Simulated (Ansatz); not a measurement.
# Ir, response to strain

Consider Ir in the fcc (Cu type) structure (space group Fm-3m, No. 225; a = 3.831 Å; relaxed with 0.1 eV smearing). Axes: x, y, z lie along the cube axes.

Strains are applied to the cell and any free atomic positions relax; under biaxial strain the out-of-plane vector relaxes too.

Method: PBEsol (Ansatz, a quantum-chemistry and plane-wave program), no SOC.

| biaxial strain, plane normal [001], relaxed out of plane (%) | out-of-plane strain (%) |
|---|---|
| 0 | 0.00 |
| 0.5 | ? |
| 1 | -0.79 |
| 1.5 | -1.18 |
| 2 | -1.57 |
| 2.5 | -1.96 |
| 3 | -2.35 |

Task: Fit ε⊥ = −νε + γε² (strains in %) to the rows shown and predict the withheld row.

Result: Least squares on the printed values gives ν = 0.79 (the biaxial Poisson response) and γ = 0.003 (largest residual 0.00 %); this predicts -0.39 %, and the run gives -0.40 %, in agreement.

Whether these cells are dynamically stable was not tested. The final runs are not spin-polarised.
